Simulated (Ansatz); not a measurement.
Base system: ZnO in the wurtzite structure (space group P6_3mc, No. 186; a = 3.187 Å, c = 5.153 Å). Axes: x lies along a and z along c of the hexagonal cell.

Calculations: LDA/PAW in Ansatz (a program for electronic structure), no SOC.

Strains are applied to the cell and any free atomic positions relax.

One change was made to it. Results:

| quantity | base | after |
|---|---|---|
| band gap | 0.80 eV | 0.80 eV |
| energy relative to the base (free energy F) | 0 meV/atom | +0.1 meV/atom |

**Question.** Which of these changes matches the shifts?
(A) tensor shear ε_xz = +0.33 %
(B) tensor shear ε_xz = +2.00 %
(C) tensor shear ε_xz = +1.67 %

**Answer.** A, tensor shear ε_xz = +0.33 %. For comparison, the energy relative to the base in the other runs: tensor shear ε_xz = +2.00 % gives +2.1 meV/atom; tensor shear ε_xz = +1.67 % gives +1.5 meV/atom.

No phonon test of stability was made.
